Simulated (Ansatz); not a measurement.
Consider BeS in the zinc blende structure (space group F-43m, No. 216; a = 4.8686 Å).

Computed with r2SCAN in Ansatz (plane waves to 500 eV, PAW, without spin-orbit coupling).

Strains are applied to the cell and any free atomic positions relax.

One change was made to it. Results:

```json
[
 {"quantity": "width of the top valence band", "base": "3.35 eV", "after": "3.50 eV"},
 {"quantity": "electron mass", "base": "0.79 mₑ along k, 0.29 mₑ across (at X)", "after": "0.78 mₑ along k, 0.28 mₑ across (at X)"},
 {"quantity": "mean gap deformation potential ΔEg/Δln V", "base": "–", "after": "+2.3 eV"},
 {"quantity": "hole mass (degenerate bands, along [100])", "base": "0.34, 0.57, 0.57 mₑ (at Γ)", "after": "0.34, 0.55, 0.55 mₑ (at Γ)"}
]
```

Task: Name the change that was made.
A) isotropic strain −2.50 %
B) isotropic strain −1.00 %
C) isotropic strain −2.00 %
D) isotropic strain −3.00 %

Result: B, isotropic strain −1.00 %. For comparison, the electron mass in the other runs: isotropic strain −3.00 % gives 0.76 mₑ along k, 0.27 mₑ across (at X); isotropic strain −2.00 % gives 0.77 mₑ along k, 0.28 mₑ across (at X); isotropic strain −2.50 % gives 0.77 mₑ along k, 0.27 mₑ across (at X).

Masses are band curvatures over ±0.01 Å⁻¹ around the edge. Along k means along the line from Γ to the band edge. Whether these cells are dynamically stable was not tested.

Ansatz is a first-principles code.
